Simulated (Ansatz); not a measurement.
Reference: BeS (F-43m), r2SCAN, rigid bands (plane waves, PAW, scalar-relativistic; Ansatz, a program for electronic structure); geometry: cell and atoms relaxed with PBEsol.

```
CELL_PARAMETERS angstrom
      0.00000     2.41892     2.41892
      2.41892     0.00000     2.41892
      2.41892     2.41892     0.00000
ATOMIC_POSITIONS crystal
  Be 0.00000 0.00000 0.00000
  S  0.75000 0.75000 0.75000
```

band gap: 3.55 eV
electron conductivity mass: 0.37 mₑ
hole conductivity mass: 0.67 mₑ
Seebeck coefficient, n-type 1e19 cm⁻³: -275 μV/K

Question: Swap Be for Zn, keeping the structure type. How do these values move?

Answer: ZnS (F-43m): volume per atom 14.2 to 19.2 Å³; band gap falls (3.55 eV to 2.79 eV); electron conductivity mass falls (0.37 mₑ to 0.21 mₑ); hole conductivity mass rises (0.67 mₑ to 0.75 mₑ); Seebeck coefficient, n-type 1e19 cm⁻³ falls in size (-275 μV/K to -117 μV/K).

Moves up to 5 % count as about the same. Masses are for dilute carriers at 300 K, harmonic means over directions unless an axis is named. Seebeck coefficients are for the stated density at 300 K, with one relaxation time for all states and whether or not that doping can be reached. Spin-orbit coupling is left out.
